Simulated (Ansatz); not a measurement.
The structure below was relaxed with Ansatz (an electronic-structure program) r2SCAN, scalar-relativistic without spin-orbit coupling.

```
SeS
1.0
    0.00000     2.69877     2.69877
    2.69877     0.00000     2.69877
    2.69877     2.69877     0.00000
S Se
1 1
Direct
  0.00000   0.00000   0.00000
  0.50000   0.50000   0.50000
```

### Question
Find the space group and the Wyckoff positions.

### Answer
Space group Fm-3m (No. 225); a = b = c = 5.3975 Å, α = β = γ = 90.00°

```
atom  site  symmetry       x       y       z
----  ----  --------  ------  ------  ------
S       4a      m-3m  0.0000  0.0000  0.0000
Se      4b      m-3m  0.5000  0.5000  0.5000
```

### Question
Describe the coordination.

### Answer
The crystal has 8 atoms in its conventional cell. Conventional cell: a = 5.3975 Å, b = 5.3975 Å, c = 5.3975 Å, α = 90.00°, β = 90.00°, γ = 90.00°. S has 6 Se at 2.699 Å (octahedral). Se is surrounded by 6 S at 2.699 Å (octahedral). (Neighbours: up to the widest gap in distance over summed covalent radii, below 1.35, at either atom.)

Stability against distortions was not tested. All final runs are without spin polarisation. The cell was made from PbS by this change: Pb → Se; the result is a model cell, its experimental status unchecked.
